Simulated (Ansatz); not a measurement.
Response to strain in Sn

Take Sn in the diamond structure (space group Fd-3m, No. 227; a = 6.566 Å) as the base. Axes: x, y, z lie along the cube axes.

Strains are applied to the cell and any free atomic positions relax; under biaxial strain the out-of-plane vector relaxes too.

The values are results of r2SCAN in Ansatz (plane waves to 500 eV, PAW, scalar-relativistic without spin-orbit coupling), not measurements.

Notes on the quantities. energy relative to the base: free energy F; pressure: mean of the normal stresses, compression positive.

| variant | energy relative to the base | volume per atom | pressure |
|---|---|---|---|
| base | 0 meV/atom | 35.39 Å³ | 0.0 GPa |
| biaxial strain +1.00 %, plane normal [001], relaxed out of plane | +1.5 meV/atom | 35.77 Å³ | … |
| biaxial strain +1.50 %, plane normal [001], relaxed out of plane | +3.3 meV/atom | 35.95 Å³ | -0.6 GPa |
| biaxial strain +2.00 %, plane normal [001], relaxed out of plane | +5.7 meV/atom | 36.13 Å³ | -0.8 GPa |
| biaxial strain +2.50 %, plane normal [001], relaxed out of plane | +8.8 meV/atom | … | -1.0 GPa |
| biaxial strain +3.00 %, plane normal [001], relaxed out of plane | … | 36.49 Å³ | -1.2 GPa |

Q: Fill in the withheld entries from the trend.

A: 
- biaxial strain +1.00 %, plane normal [001], relaxed out of plane, pressure: -0.4 GPa
- biaxial strain +2.50 %, plane normal [001], relaxed out of plane, volume per atom: 36.31 Å³
- biaxial strain +3.00 %, plane normal [001], relaxed out of plane, energy relative to the base: +13 meV/atom

No phonon test of stability was made.

Ansatz is a quantum-chemistry and plane-wave program.
